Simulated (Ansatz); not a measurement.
**A constructed model of the (111) surface of fcc Rh, a layer of Si in place of the second plane (bottom of the slab: a bare face, its two planes held)**

Calculation: PBE (plane waves to 420 eV, PAW; Ansatz, a program for electronic structure).

Model: 6-atom slab, 10.7 Å thick at the start with caps and adatoms (thin: gaps and levels are the slab's own), 16x16x1 mesh, Fermi-Dirac 0.1 eV, dipole correction, 2 atoms held, the rest relaxed; symmetry of the start imposed; no spin, no spin-orbit, no U. In PBE it is, or lies within 0.01 eV a 1x1 cell of, the lowest of the 2 structures of its composition computed so far; subsurface sites and larger cells were not tried.

The work function of the top face is 4.38 eV. The energy released by relaxation comes out as 0.43 eV and the cost is around 100 core-seconds (rough).
